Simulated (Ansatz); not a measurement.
## HgSe (model structure, started from the h-BN type, P6₃/mmc, No. 194, 4 atoms in the cell): properties by level of theory

```tsv
level (code)	equilibrium lattice constant a (Å)	lattice parameter c (Å)
PBE (Ansatz)	4.588	6.660
PBEsol (Ansatz)	4.557	6.189
PBE-D3(BJ) (Ansatz)	4.576	6.288
```

Ansatz's density-functional and Hartree–Fock values are scalar-relativistic unless marked +SOC, with PAW data made under PBE.

Static lattice: no zero-point or thermal effects.

A model structure was made by putting elements into a prototype or built by hand; it is no filed structure, need not be a known phase, and can be a saddle point held by its symmetry.

Ansatz is a program for electronic structure.
